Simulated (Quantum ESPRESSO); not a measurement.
## Several settings converged on InP (F-43m, 2 atoms in the cell)

```
InP
1.0
    0.00000     2.92619     2.92619
    2.92619     0.00000     2.92619
    2.92619     2.92619     0.00000
In P
1 1
Cartesian
  0.00000   0.00000   0.00000
  1.46310   1.46310   1.46310
```

Base method: LDA (PZ), GBRV 1.5 ultrasoft (LDA) pseudopotentials (plane waves; Quantum ESPRESSO).

Base settings: ecutwfc = 40 Ry; ecutrho = 200 Ry; occupations = smearing; smearing = fd; degauss = 0.00147 Ry; potentials = {In: in_lda_v1.4.uspp.F.UPF, P: p_lda_v1.5.uspp.F.UPF}; K_POINTS = automatic 7 7 7 0 0 0; conv_thr = 1e-10 Ry.

Core times come from one kind of shared machine, to one figure; runs under 30 s give none.

**Zone-centre phonons against the mesh**

In this ladder: occupations = fixed; smearing = default; degauss = default; nbnd = 15; ph.x.tr2_ph = 1e-14; ph.x.fildyn = dyn.G; ph.x.epsil = true; dynmat.x.fildyn = dyn.G; dynmat.x.asr = simple.

Frequencies are those of the unrelaxed cell, without the LO-TO term of polar crystals.

Only quantities that move along the ladder and can be compared are tabulated.

| K_POINTS | highest zone-centre frequency (cm⁻¹) | largest Born charge (mean of the diagonal) (e) | mean ε∞ | core time / last (rough) |
|---|---|---|---|---|
| automatic 3 3 3 0 0 0 | 301.5 | 6.311 | 322.622 | 0.1 |
| automatic 5 5 5 0 0 0 | 298.3 | 3.286 | 65.572 | 0.2 |
| automatic 8 8 8 0 0 0 | 297.5 | 2.641 | 23.892 | 0.3 |
| automatic 12 12 12 0 0 0 | 297.4 | 2.521 | 15.057 | 1 |

Coarsest K_POINTS that holds the mean ε∞ within 0.5 : not settled: the last two steps still differ by 8.8 , over half the tolerance, so the ladder does not show it.

Coarsest K_POINTS that holds the largest Born charge (mean of the diagonal) within 0.05 e: not settled: the last two steps still differ by 0.12 e, over half the tolerance, so the ladder does not show it.

Coarsest K_POINTS that holds the highest zone-centre frequency within 2 cm⁻¹ of the last step, with all finer ones: automatic 5 5 5 0 0 0, at about 0.2 of the last step's time; the step before is off by 4.1 cm⁻¹.

The dielectric constant is not shown to be converged to 2 % within this ladder.

**The dielectric constant against the mesh**

In this ladder: occupations = fixed; smearing = default; degauss = default; nbnd = 15; ph.x.tr2_ph = 1e-14; ph.x.trans = false; ph.x.epsil = true; ph.x.zeu = true.

Only quantities that move along the ladder and can be compared are tabulated.

```csv
K_POINTS,largest Born charge (mean of the diagonal) (e),mean ε∞
automatic 3 3 3 0 0 0,6.311,322.622
automatic 5 5 5 0 0 0,3.286,65.572
automatic 8 8 8 0 0 0,2.641,23.892
automatic 18 18 18 0 0 0,2.496,12.690
```

Coarsest K_POINTS that holds the largest Born charge (mean of the diagonal) within 0.05 e: not settled: the last two steps still differ by 0.14 e, over half the tolerance, so the ladder does not show it.

Coarsest K_POINTS that holds the mean ε∞ within 0.5 : not settled: the last two steps still differ by 11 , over half the tolerance, so the ladder does not show it.

The dielectric constant is not shown to be converged to 2 % within this ladder.

On the base run: the starting cell has typed, rounded lattice constants, without a prior relaxation at this level. Its lattice was rescaled by up to half a per cent.
